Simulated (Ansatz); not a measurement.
The parent structure is SiC in the zinc blende structure (space group F-43m, No. 216).

```
SiC
1.0
    0.00000     2.18986     2.18986
    2.18986     0.00000     2.18986
    2.18986     2.18986     0.00000
C Si
1 1
Cartesian
  3.28479   3.28479   3.28479
  0.00000   0.00000   0.00000
```

Level of theory: Ansatz (a quantum-chemistry and plane-wave program) PBE, no spin-orbit coupling, earlier PAW set.

Before the change:

| Item | Result |
|---|---|
| Electron mass | 0.68 mₑ along k, 0.23 mₑ across (at X) |
| Pressure | 0.00 GPa |
| Smallest direct gap | 4.53 eV |
| Width of the top valence band | 4.63 eV |
| Gap character | indirect, Γ → X |

Now apply this change: every lattice vector is shortened by 4.35 %, atoms relaxed at fixed cell.

Question: How does this affect the electron mass?

Answer: The electron mass becomes 0.62 mₑ along k, 0.22 mₑ across (at X) (base: 0.68 mₑ along k, 0.23 mₑ across (at X)).

Question: How does this affect the pressure?

Answer: The pressure goes from zero to 36.80 GPa.

Question: What does the calculation give for the smallest direct gap after the change?

Answer: The smallest direct gap grows by 0.13 eV to 4.66 eV.

Question: What does the calculation give for the width of the top valence band after the change?

Answer: The width of the top valence band grows by 0.53 eV, from 4.63 eV to 5.16 eV.

Question: Estimate the effect on the gap character.

Answer: The gap character is still indirect, Γ → X.

The cells carry an imposed strain or load. Effective masses come from finite differences of ±0.01 Å⁻¹. Along k means along the line from Γ to the band edge. No phonon test of stability was made.
